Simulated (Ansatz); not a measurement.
The parent structure is K in the bcc (W type) structure (space group Im-3m, No. 229; a = 5.2881 Å; relaxed with 0.1 eV smearing).

Level of theory: PBE (Ansatz, a first-principles code), no spin-orbit coupling.

Strains are applied to the cell and any free atomic positions relax.

One change was made to it. Results:

| quantity | base | after |
|---|---|---|
| pressure | 0.0 GPa | -0.1 GPa |
| energy relative to the base (free energy F) | 0 meV/atom | +0.2 meV/atom |

Task: What was done to the base?
(A) isotropic strain −1.50 %
(B) isotropic strain +1.50 %
(C) isotropic strain +0.50 %

Result: C, isotropic strain +0.50 %. For comparison, the energy relative to the base in the other runs: isotropic strain −1.50 % gives +1.7 meV/atom; isotropic strain +1.50 % gives +1.6 meV/atom.

Whether these cells are dynamically stable was not tested.
